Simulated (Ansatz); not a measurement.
The parent structure is LiNbO3 (space group R3c, No. 161; a = 5.1899 Å, c = 14.0164 Å (hexagonal axes)).

(Cell as relaxed with PBE.)

Levels (all Ansatz, a first-principles code, PAW, earlier PAW set): PBE (420 eV, no SOC); r2SCAN (500 eV, no spin-orbit coupling).

Each level relaxes its own structure.

```json
[
 {"base": "volume per atom", "PBE": "10.90 Å³", "r2SCAN": "10.58 Å³"},
 {"base": "lattice parameter a", "PBE": "5.190 Å", "r2SCAN": "5.137 Å"}
]
```

Perturbation: a negative pressure, −2 GPa.

```csv
quantity,PBE,r2SCAN
lattice parameter a,5.229 Å,5.171 Å
c/a ratio,2.696,2.699
```

PBE's lattice parameter a lies 0.058 Å above r2SCAN's (1.1 %); PBE's c/a ratio lies 0.003 below r2SCAN's. Neither level is exact; r2SCAN is the comparison here, not a measurement.

Load acts through the strain it causes; cell and atoms are relaxed under it. No phonon test of stability was made.
